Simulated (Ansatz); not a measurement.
CaO in the rock salt structure (space group Fm-3m, No. 225)

CaO is taken in the cubic space group Fm-3m (No. 225), the rock salt structure, Pearson symbol cF8. Cell: a = b = c = 4.8307 Å, α = β = γ = 90.00°. O on 4a is coordinated by 6 Ca at 2.415 Å (octahedral). Ca on 4b has 6 O at 2.415 Å (octahedral). (Neighbours: up to the widest gap in distance over summed covalent radii, below 1.35, at either atom; cation-cation and far metal-metal contacts left out.)
(The calculation used a cell of 2 atoms; values per cell refer to that cell.)

Calculations: PBE, PAW, 420 eV (Ansatz, a first-principles code; without spin-orbit coupling). Settings: 12×12×12 k-points, 0.05 eV Fermi–Dirac smearing.

| Item | Result |
|---|---|
| Volume per atom | 14.09 Å³ |
| Density | 3.30 g/cm³ |
| Band gap | 3.66 eV, indirect, Γ → X |
| Electron mass | 1.4 mₑ along k, 0.44 mₑ across |
| Hole mass (degenerate bands, along [100]) | 0.35, 2.9, 2.9 mₑ |
| Lowest conduction-band minima above the VBM | X along ⟨100⟩ 3.66 eV; Γ 4.61 eV |
| Total energy | -1193.861 eV/atom (σ→0; compares only within this code and set-up) |

Effective masses come from finite differences of ±0.01 Å⁻¹. Along k means along the line from Γ to the band edge. Stability against distortions was not tested.
